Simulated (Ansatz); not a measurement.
The starting structures come from a database of crystals and need not be the phases stable at ambient conditions.

 Where the default PAW files enter, the runs use the earlier of Ansatz's two default sets.

Input:

```yaml
crystal:
  lattice:
    - [3.88563, 0.00000, 0.00000]
    - [0.00000, 8.45609, 0.00000]
    - [1.94281, -2.70460, 6.77515]
  atoms:
    - { symbol: Rb, position: [0.86499, 0.04274, 0.27002] }
    - { symbol: Rb, position: [0.13501, 0.95726, 0.72998] }
    - { symbol: Cu, position: [0.40681, 0.63538, 0.18638] }
    - { symbol: Cu, position: [0.59319, 0.36462, 0.81362] }
    - { symbol: Cu, position: [0.30958, 0.42598, 0.38084] }
    - { symbol: Cu, position: [0.69042, 0.57402, 0.61916] }
    - { symbol: Cu, position: [0.06588, 0.58681, 0.86824] }
    - { symbol: Cu, position: [0.93412, 0.41319, 0.13176] }
    - { symbol: S, position: [0.80909, 0.67991, 0.38182] }
    - { symbol: S, position: [0.19091, 0.32009, 0.61818] }
    - { symbol: S, position: [0.52536, 0.74925, 0.94928] }
    - { symbol: S, position: [0.47464, 0.25075, 0.05072] }
```

Space group of this cell: C2/m. The cell is taken as given.

Transport runs along the normal of the first two printed cell vectors.

The gap is the functional's own, uncorrected, and κ follows it; spin-orbit coupling is left out. Mid-gap values are interpolated between the computed energies.

Question: Predict the band gap and the smallest decay constant κ at mid-gap from r2SCAN run with Ansatz (a program for electronic structure).

Answer: Gap 0.80 eV on a 8×4×8 mesh; κ = 0.136 1/Å, at the zone centre.
